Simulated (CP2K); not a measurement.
Worked example: self-consistent single point of B6Pb (Pm-3m, 7 atoms in the cell) in CP2K.

Method: LDA (Pade form), GPW, DZVP-MOLOPT-SR-GTH basis, GTH-PADE potentials (GTH_POTENTIALS) (CP2K).

```
CELL_PARAMETERS angstrom
      4.15257     0.00000     0.00000
      0.00000     4.15257     0.00000
      0.00000     0.00000     4.15257
ATOMIC_POSITIONS crystal
  B  0.20300 0.50000 0.50000
  B  0.79700 0.50000 0.50000
  B  0.50000 0.20300 0.50000
  B  0.50000 0.79700 0.50000
  B  0.50000 0.50000 0.20300
  B  0.50000 0.50000 0.79700
  Pb 0.00000 0.00000 0.00000
```

Reference input (self-consistent single point, DFT LDA (Pade form), GPW, DZVP-MOLOPT-SR-GTH basis, GTH-PADE potentials (GTH_POTENTIALS)): CUTOFF = 400 Ry; REL_CUTOFF = 40 Ry; KPOINTS/SCHEME = MONKHORST-PACK 4 4 4; GAMMA_CENTERED = T; XC_FUNCTIONAL = PADE; B/BASIS_SET = DZVP-MOLOPT-SR-GTH-q3; B/POTENTIAL = GTH-PADE-q3; Pb/BASIS_SET = DZVP-MOLOPT-SR-GTH-q4; Pb/POTENTIAL = GTH-PADE-q4; METHOD = GPW; EPS_DEFAULT = 1e-11; NGRIDS = 4. This run's input differs from it in these lines:

```diff
@@ -36,4 +36,3 @@
     &KPOINTS
-      SCHEME MONKHORST-PACK 4 4 4
-      GAMMA_CENTERED T
+      SCHEME MONKHORST-PACK 5 5 5
     &END KPOINTS
```

Log, with long lists cut:

```
 SCF WAVEFUNCTION OPTIMIZATION

  Step     Update method      Time    Convergence         Total energy    Change
     1 NoMix/Diag. 0.40E+00      -     1.27148686       -21.4007111697 -2.14E+01
     2 Broy./Diag. 0.40E+00      -     0.14196343       -19.0013986501  2.40E+00
     3 Broy./Diag. 0.40E+00      -     0.23351750       -20.2047026912 -1.20E+00
     4 Broy./Diag. 0.40E+00      -     0.02252188       -20.7606932055 -5.56E-01
     5 Broy./Diag. 0.40E+00      -     0.03323367       -20.6580091458  1.03E-01
     6 Broy./Diag. 0.40E+00      -     0.00264898       -20.7033530662 -4.53E-02
   [... 3 lines left out ...]
    10 Broy./Diag. 0.40E+00      -     0.00002987       -20.6933590117  1.08E-04
    11 Broy./Diag. 0.40E+00      -     0.00000629       -20.6933941505 -3.51E-05
    12 Broy./Diag. 0.40E+00      -     0.00000317       -20.6934017891 -7.64E-06
    13 Broy./Diag. 0.40E+00      -     0.00000013       -20.6934057784 -3.99E-06
  *** SCF run converged in    13 steps ***

  Overlap energy of the core charge distribution:               0.00000433219612
  Self energy of the core charge distribution:                -42.41438840124491
  Core Hamiltonian energy:                                     13.66975397912522
  Hartree energy:                                              15.65263748465338
  Exchange-correlation energy:                                 -7.60141317314550

  Total energy:                                               -20.69340577841569

 ENERGY| Total FORCE_EVAL ( QS ) energy [hartree]            -20.693406373212955

 FORCES| Atomic forces [hartree/bohr]
 FORCES|   Atom     x               y               z               |f|
 FORCES|      1  5.98643389E-04 -9.61950091E-12 -9.62004877E-12   5.98643389E-04
   [... lines left out ...]

 STRESS| Analytical stress tensor [bar]
 STRESS|                        x                   y                   z
 STRESS|      x        1.01928712314E+04   5.75176731749E-07   5.74454457322E-07
 STRESS|      y        5.75176731749E-07   1.01928712314E+04   5.73341729365E-07
 STRESS|      z        5.74454457322E-07   5.73341729365E-07   1.01929346238E+04
 STRESS| 1/3 Trace                                             1.01928923622E+04
```

The run converged in 13 iterations. Against the reference run the free energy drops by 5.5 meV/atom, the pressure moves little (0.97 to 1.02 GPa), the largest force goes from 0.069 to 0.031 eV/Å and the gap on the mesh goes from 0.830 to 0.962 eV.

The starting cell comes from a database of computed structures (which also holds hypothetical and non-ambient phases and stackings), without a prior relaxation at this level. Its lattice was rescaled by a random factor within 2.5 % of one. Spin-orbit coupling is off. Values carry the incompleteness of an atom-centred basis. Another mesh or the band path of this cell gives a smaller gap, so this value is not converged in the mesh.

Cost on one core of a shared machine: roughly 40 s.
